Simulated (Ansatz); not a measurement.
Input and output of a self-consistent single point for NbC (Fm-3m, 2 atoms in the cell) (Ansatz, an electronic-structure program).

Method of the run: PBEsol, PAW files made with PBE (plane waves; Ansatz).

The change in words: lattice scaled by 0.98. Reference geometry:
```
CELL_PARAMETERS angstrom
      0.00000     2.25405     2.25405
      2.25405     0.00000     2.25405
      2.25405     2.25405     0.00000
ATOMIC_POSITIONS crystal
  Nb 0.00000 0.00000 0.00000
  C  0.50000 0.50000 0.50000
```

Reference input (self-consistent single point, DFT, PBEsol, plane waves, PAW files made with PBE): kpoints.mp_grid.grid = 17 17 17; hamiltonian.xc = pbesol; hamiltonian.pseudopotentials = {kind: paw} (the program's default PAW files); scf.occupations.method = gaussian; scf.occupations.width = 0.1 eV. This run's input differs from it in these lines:

```diff
@@ -2,5 +2,5 @@
   lattice:
-    - [0.000000, 2.254045, 2.254045]
-    - [2.254045, 0.000000, 2.254045]
-    - [2.254045, 2.254045, 0.000000]
+    - [0.000000, 2.208964, 2.208964]
+    - [2.208964, 0.000000, 2.208964]
+    - [2.208964, 2.208964, 0.000000]
   atoms:
```

The program printed (abridged):

```
SCF iter   1: F=—  HF=-4745.560684 eV  |F-HF|=—  |Δ(HF+E_count)|=         —  Δρ=1.63e-1  dr2=8.29e0  ethr=3.10e-3  ⟨swp⟩=5.0  Hψ=10423  notcnv=0
all-band conjugate gradients solve this SCF's bands
preconditioner: auto → none
SCF iter   2: F=—  HF=-4744.466616 eV  |F-HF|=—  |Δ(HF+E_count)|=    1.09e0  Δρ=1.16e-1  dr2=4.15e0  ethr=3.10e-3  ⟨swp⟩=2.1  Hψ=4232  notcnv=0  defer=61
SCF iter   3: F=—  HF=-4743.427996 eV  |F-HF|=—  |Δ(HF+E_count)|=    1.04e0  Δρ=1.79e-2  dr2=9.11e-2  ethr=3.10e-3  ⟨swp⟩=2.8  Hψ=4124  notcnv=0  defer=61
SCF iter   4: F=—  HF=-4743.408636 eV  |F-HF|=—  |Δ(HF+E_count)|=   1.94e-2  Δρ=1.06e-3  dr2=9.66e-5  ethr=5.36e-4  ⟨swp⟩=2.0  Hψ=3980  notcnv=0  defer=59
SCF iter   5: F=—  HF=-4743.408801 eV  |F-HF|=—  |Δ(HF+E_count)|=   1.65e-4  Δρ=2.20e-4  dr2=3.47e-6  ethr=5.68e-7  ⟨swp⟩=2.6  Hψ=3563  notcnv=0  defer=58
SCF iter   6: F=-4743.408803 eV  HF=-4743.408803 eV  |F-HF|=1.63e-9  |Δ(HF+E_count)|=   2.53e-6  Δρ=7.33e-6  dr2=4.81e-9  ethr=5.88e-10  ⟨swp⟩=5.0  Hψ=9898  notcnv=0
SCF 1 converged in 6 iterations: F = -4743.408803 eV  dr2 = 4.81e-9
Free energy (F): -4743.408803 eV
Internal energy: -4743.405799 eV  (E = F + TS)
E sigma→0 (E₀):  -4743.407301 eV
Entropy (-TS):   -0.003005 eV (-1.502 meV/atom)
Fermi energy:    19.464143 eV
--- Forces (eV/Å), atoms counted from 1 ---
  atom   1  Nb    -0.00000000     0.00000000    -0.00000000
  atom   2  C      0.00000000    -0.00000000    -0.00000000
--- Stress (GPa, compression-positive) ---
        7.232599       0.000000       0.000000
        0.000000       7.232599       0.000000
        0.000000      -0.000000       7.232599
  P = ⅓ Tr σ = 7.2326 GPa (72.326 kbar)
  The stress holds the Pulay correction. Without it, at fixed plane waves, as pw.x and ABINIT print it: P = 7.0822 GPa
```

The run converged in 6 iterations. Against the reference run the free energy goes down by 11.1 meV/atom and the pressure goes from -11.51 to 7.23 GPa.

The starting cell comes from a database of computed structures (which also holds hypothetical and non-ambient phases and stackings), without a prior relaxation at this level. For this run, on top of that: lattice scaled by 0.98. Spin polarisation is off. With a pressure of about 7 GPa the cell is away from its equilibrium volume at this level. Ansatz's pressure includes its estimate of the finite-basis (Pulay) stress.

Keys are those of Ansatz 0.2.
